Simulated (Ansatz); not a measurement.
A (0,20) black phosphorus nanotube, relaxed period 4.518 Å, atoms relaxed at each strain.

```
strain  energy (meV a period)  axial force (nN)
------  ---------------------  ----------------
-0.015                  +14.7             -0.91
+0.015                  +26.3             +1.13
```

Level of theory: PBE (plane waves to 420 eV, PAW; Ansatz, a program for electronic structure). Mesh 1×1×8. No spin polarisation. Isolated but for its images some 11 Å away. A hypothetical model, rolled from the flat sheet. It keeps the symmetry and period of its start, so it need not be a minimum against all distortions. Buckling under compression is shut out by symmetry and the short period. Energies are free energies at a Fermi–Dirac width of 0.02 eV, from the unstrained cell.

Mean diameter 22.01 Å.

Task: Work out the axial stiffness dF/dε in two ways, and what it means for a modulus.

Result: From the forces: (+1.13 − (-0.91))/0.030 = 68.0 nN. From the energies: (E₊ + E₋)/(ε² c) = 0.0410 eV/(0.015² × 4.518 Å) = 40.33 eV/Å = 64.6 nN. The two agree to within 6 %. Spread over the circumference π × 22.01 Å, the force value is a sheet stiffness of 10 N/m.
